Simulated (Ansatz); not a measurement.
## BiAu2: pressure series

Base system: BiAu$_{2}$ in the cubic Laves (MgCu2 type) structure (space group Fd-3m, No. 227; a = 7.9447 Å).

Cell and atoms are relaxed at each pressure.

Computed with PBEsol (Ansatz, a program for electronic structure; PAW; 420 eV plane waves; no spin-orbit coupling).

```tsv
pressure (GPa)	volume per atom (Å³/atom)
-2	21.254
-1	21.069
0	20.894
0.3	?
0.7	20.777
1.5	20.650
3	20.418
7.5	19.813
10	19.519
```

Fit the third-order Birch–Murnaghan form P(V) = (3B₀/2)[(V₀/V)^(7/3) − (V₀/V)^(5/3)]·[1 + (3/4)(B₀′ − 4)((V₀/V)^(2/3) − 1)] (squares taken in P) to the rows shown and predict the withheld row.

Least squares on the printed values gives V₀ = 20.894 Å³/atom, B₀ = 123 GPa, B₀′ = 5.3; this predicts 20.844 Å³/atom, and the run gives 20.843 Å³/atom, in agreement.

Load acts through the strain it causes; cell and atoms are relaxed under it. Whether these cells are dynamically stable was not tested. No other phases were tried under pressure.
